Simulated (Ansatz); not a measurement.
Ge_Si in metastable alpha cristobalite: one set of geometries, relaxed with PBE, evaluated in Ansatz (PAW, plane waves to 420 eV, 500 eV under r2SCAN) with PBE, r2SCAN.

Set-up: 96-site cell; 2×2×2 shifted k-points; start: the Si site; charged states image-corrected; energies good to tenths of an eV; flagged in the runs: a doubtful potential alignment, a host whose relaxation on this sampling wasn't shown to rest, a strain field that reaches the edge of the cell.

```json
[
 {"quantity": "host gap (eV)", "PBE": "5.51", "r2SCAN": "___"},
 {"quantity": "ε(0/−1) above the VBM (eV)", "PBE": "5.21", "r2SCAN": "___"},
 {"quantity": "neutral formation energy against germanium, silicon (eV)", "PBE": "3.71", "r2SCAN": "___"},
 {"quantity": "largest moment on one atom at charge −1 (μB)", "PBE": "0.15", "r2SCAN": "___"}
]
```

Problem. Given the lower rungs, what does r2SCAN give?

Solution. 
- host gap (eV), r2SCAN: 6.14
- ε(0/−1) above the VBM (eV), r2SCAN: 5.87
- neutral formation energy against germanium, silicon (eV), r2SCAN: 3.93
- largest moment on one atom at charge −1 (μB), r2SCAN: 0.16

Ansatz is a first-principles code.
